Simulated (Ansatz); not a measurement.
System: cubic perovskite TlMnCl₃. Method: LDA in Ansatz (PAW).

Numerical settings: plane-wave cutoff 520 eV, 8×8×8 k mesh, Fermi–Dirac smearing 0.01 eV, spin-polarised start, scalar-relativistic PAW data made under PBE.

The cell is scaled about its equilibrium volume:

| V (Å³/atom) | P (GPa) | moment (μB per cell of 5 atoms) |
|---|---|---|
| 21.539 | 1.74 | 4.63 |
| 21.997 | 1.76 | 4.91 |
| 22.455 | 0.66 | 4.91 |
| 22.914 | 0.02 | 4.99 |
| 23.372 | -0.86 | 5.00 |
| 23.830 | -1.68 | 5.00 |
| 24.289 | -2.42 | 5.00 |

Note: the magnetic order was assumed, not searched for or taken from measurement; the relaxation could not lower the start's symmetry, so the cell can be a saddle point above a distorted one; functionals without U or exact exchange can leave correlated insulators metallic, so the missing gap need not be real.

Ansatz is a program for electronic structure.
